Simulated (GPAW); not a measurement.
Worked example: relaxation of cell and atoms of YNiBC (P4/nmm, 8 atoms in the cell) in GPAW.

Method: LDA (Perdew-Wang 92), GPAW PAW datasets LDA (gpaw-data 1.0.1) (plane waves; GPAW).

```xyz
8
Lattice="3.5445 0.0000 0.0000 0.0000 3.5445 0.0000 0.0000 0.0000 7.4477" Properties=species:S:1:pos:R:3 pbc="T T T"
Y      1.7722     0.0000     6.2177
Y      0.0000     1.7722     1.2301
Ni     1.7722     1.7722     3.7239
Ni     0.0000     0.0000     3.7239
B      0.0000     1.7722     4.7943
B      1.7722     0.0000     2.6535
C      1.7722     0.0000     1.1775
C      0.0000     1.7722     6.2703
```

Reference input (self-consistent single point, DFT LDA (Perdew-Wang 92), plane waves, GPAW PAW datasets LDA (gpaw-data 1.0.1)): mode = pw; ecut = 900 eV; xc = LDA; kpts = 6 6 3; mesh shift (steps) = 0.5 0.5 0.5; occupations.name = methfessel-paxton; occupations.width = 0.1 eV; occupations.order = 0; nbands = -14; convergence.density = 1e-05 e/electron; symmetry.symmorphic = false; symmetry.tolerance = 0.0005. This run's input differs from it in these lines:

```diff
@@ -2,2 +2,4 @@
 from ase.dft.kpoints import monkhorst_pack
+from ase.filters import FrechetCellFilter
+from ase.optimize import BFGS
 from ase.units import GPa
@@ -19,3 +21,3 @@
 
-calc = GPAW(mode=PW(900),
+calc = GPAW(mode=PW(540),
             xc='LDA',
@@ -30,2 +32,10 @@
 
+target = FrechetCellFilter(atoms)
+
+opt = BFGS(target, logfile='-')
+converged = opt.run(fmax=0.02, steps=40)
+print('Relaxation converged:', converged)
+print('Cell:', atoms.cell.cellpar().round(4))
+print(atoms.get_scaled_positions().round(5))
+
 energy = atoms.get_potential_energy()
```

Output, abridged:

```
     iter     time        total  log10-change:
                         energy   eigst   dens
iter:   1 --:--:--   -71.660620
iter:   2 --:--:--   -70.508521   -0.45  -1.09
iter:   3 --:--:--   -67.536030   -0.64  -1.15
iter:   4 --:--:--   -67.310310   -1.26  -1.51
iter:   5 --:--:--   -67.319083   -1.96  -1.65
iter:   6 --:--:--   -67.345664   -1.96  -1.70
iter:   7 --:--:--   -67.321784c  -2.39  -1.94
iter:   8 --:--:--   -67.313579c  -2.71  -2.18
iter:   9 --:--:--   -67.300270c  -3.12  -2.35
iter:  10 --:--:--   -67.298578c  -4.42  -2.57
iter:  11 --:--:--   -67.296686c  -3.87  -2.68
   [... 5 lines left out ...]
iter:  17 --:--:--   -67.296411c  -6.10  -3.60
iter:  18 --:--:--   -67.296413c  -6.97  -3.75
iter:  19 --:--:--   -67.296438c  -6.17  -3.82
iter:  20 --:--:--   -67.296425c  -7.24  -4.23
iter:  21 --:--:--   -67.296422c  -7.89c -4.33
iter:  22 --:--:--   -67.296421c  -7.30  -4.44
iter:  23 --:--:--   -67.296419c  -8.11c -5.06c
Converged after 23 iterations.

Dipole moment: (-0.000000, -0.000000, -0.000000) |e|*Ang

Energy contributions relative to reference atoms: (reference = -269939.798230)

Kinetic:        +49.924668
Potential:      -42.400367
External:        +0.000000
XC:             -74.436357
Entropy (-ST):   -0.002028
Local:           -0.383348
SIC:             +0.000000
--------------------------
Free energy:    -67.297433
Extrapolated:   -67.296419

Showing only first 2 kpts
 Kpt  Band  Eigenvalues  Occupancy
  0    32      8.37572    2.00000
  0    33      9.36627    0.00000
  0    34      9.40626    0.00000
  0    35      9.62686    0.00000

  1    32      8.37137    2.00000
  1    33      8.66098    1.86585
  1    34      9.61571    0.00000
  1    35     10.09808    0.00000

Fermi level: 8.76690

No gap
   [... lines left out ...]
Atomic positions and initial magnetic moments
Free energy:    -67.305933
Fermi level: 8.77098
No gap
Atomic positions and initial magnetic moments
Free energy:    -67.310877
Fermi level: 8.79246
No gap
Atomic positions and initial magnetic moments
Free energy:    -67.317064
   [... lines left out ...]

BFGS:   14 --:--:--      -67.326966        0.018607
Relaxation converged: True
Cell: [ 3.5098  3.5098  7.4373 90.     90.     90.    ]
[[0.5     0.      0.8337 ]
 [0.      0.5     0.1663 ]
 [0.5     0.5     0.5    ]
 [0.      0.      0.5    ]
 [0.      0.5     0.64406]
 [0.5     0.      0.35594]
 [0.5     0.      0.15583]
 [0.      0.5     0.84417]]
Energy (eV): -67.326385
Stress (GPa, Voigt): [-0.0164 -0.0164  0.0235  0.      0.      0.    ]
```

The run converged. GPAW prints stress with tension positive. 

Summary of the result:
```
Property                                                                                           Result
-------------------------------------------------------  ------------------------------------------------
Free energy E − TS (from the program's reference atoms)                                       -67.3270 eV
Fermi level (on the code's own zero)                                                              8.98 eV
Largest force (vector length)                                                                  0.019 eV/Å
Final cell                                               a = b = 3.510 Å, c = 7.437 Å, α = β = γ = 90.00°
Final volume per atom                                                                            11.45 Å³
Relaxation steps                                                                                       14
```

At such cutoffs GPAW's stress carries a finite-basis (Pulay) error, which enters relaxed cells too; its log prints stress with tension positive.

The starting cell comes from a database of computed structures (which also holds hypothetical and non-ambient phases and stackings), without a prior relaxation at this level. Its lattice was rescaled by a random factor within 2.5 % of one. Spin polarisation is off. The relaxation keeps the symmetry of its start, so its end need not be a minimum.

Cost on one core of a shared machine: roughly 7 min.
